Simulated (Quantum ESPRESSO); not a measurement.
Sensitivity of a calculation on Ta3B2Ru5 (P4/mbm, 20 atoms in the cell) to its settings

```
Ta3B2Ru5
1.0
    9.23157     0.00000     0.00000
    0.00000     9.23157     0.00000
    0.00000     0.00000     2.94138
Ta B Ru
6 4 10
Direct
  0.82379   0.67621   0.00000
  0.17621   0.32379   0.00000
  0.32379   0.82379   0.00000
  0.67621   0.17621   0.00000
  0.50000   0.50000   0.00000
  0.00000   0.00000   0.00000
  0.62135   0.87865   0.00000
  0.37865   0.12135   0.00000
  0.12135   0.62135   0.00000
  0.87865   0.37865   0.00000
  0.57127   0.71827   0.50000
  0.42873   0.28173   0.50000
  0.28173   0.57127   0.50000
  0.71827   0.42873   0.50000
  0.07127   0.78173   0.50000
  0.92873   0.21827   0.50000
  0.78173   0.92873   0.50000
  0.21827   0.07127   0.50000
  0.50000   0.00000   0.50000
  0.00000   0.50000   0.50000
```

Base run A: Quantum ESPRESSO with PBEsol, GBRV 1.5 ultrasoft (PBESOL) pseudopotentials, self-consistent single point.

Its settings: ecutwfc = 40 Ry; ecutrho = 320 Ry; occupations = smearing; smearing = cold; degauss = 0.019992 Ry; potentials = {Ta: ta_pbesol_v1.uspp.F.UPF, B: b_pbesol_v1.4.uspp.F.UPF, Ru: ru_pbesol_v1.2.uspp.F.UPF}; K_POINTS = automatic 2 2 6 0 0 0; conv_thr = 1e-09 Ry.

The starting cell comes from a database of computed structures (which also holds hypothetical and non-ambient phases and stackings), without a prior relaxation at this level. Its lattice was rescaled by a random factor within 2.5 % of one. Spin polarisation is off. In the base run, with a pressure of about 13 GPa the cell is away from its equilibrium volume at this level. Without a gap this mesh is coarse (it stands for a supercell whose shortest vector is 18 Å).

ΔF is the free energy per atom less that of run A. A dash stands where there is no value to compare (another energy zero or no entropy term, no result, no spin, no clean gap, or a mesh too coarse for one). Absolute energies have different zeros for different potentials, functionals, Hubbard and dispersion terms and are not compared across them.

Runs:
- B: pseudopotentials: {Ta: ta_pbesol_v1.uspp.F.UPF, B: b_pbesol_v1.4.uspp.F.UPF, Ru: ru_pbesol_v1.2.uspp.F.UPF} → {Ta: ta_pbe_v1.uspp.F.UPF, B: b_pbe_v1.4.uspp.F.UPF, Ru: ru_pbe_v1.2.uspp.F.UPF}; input_dft: default → wc [Wu-Cohen GGA]
- C: nbnd: default → 133
- D: lattice scaled by 1.03; ecutwfc: 40 Ry → 24 Ry; ecutrho: 320 Ry → 192 Ry
- E: vdw_corr: default → grimme-d3; dftd3_version: default → 4; dftd3_threebody: default → false [PBEsol-D3(BJ)]
- F: nosym: default → true
- G: ecutwfc: 40 Ry → 16 Ry; ecutrho: 320 Ry → 128 Ry
- H: conv_thr: 1e-09 Ry → 7.3e-07 Ry

```tsv
run	ΔF (meV/atom)	pressure (GPa)	largest force (eV/Å)	k-points
A	0.00	12.72	0.097	12
B	–	14.86	0.094	12
C	0.00	12.72	0.097	12
D	907.0	-79.28	0.140	12
E	–	5.12	0.098	12
F	0.00	12.73	0.097	16
G	15441.9	-654.89	1.749	12
H	0.00	12.79	0.096	12
```

Run G against A: The free energy goes up by 15.4 eV/atom, the pressure goes from 12.72 to -654.9 GPa and the largest force goes from 0.097 to 1.749 eV/Å.

Run D against A: The free energy rises by 907 meV/atom, the pressure goes from 12.72 to -79.28 GPa and the largest force goes from 0.097 to 0.140 eV/Å.
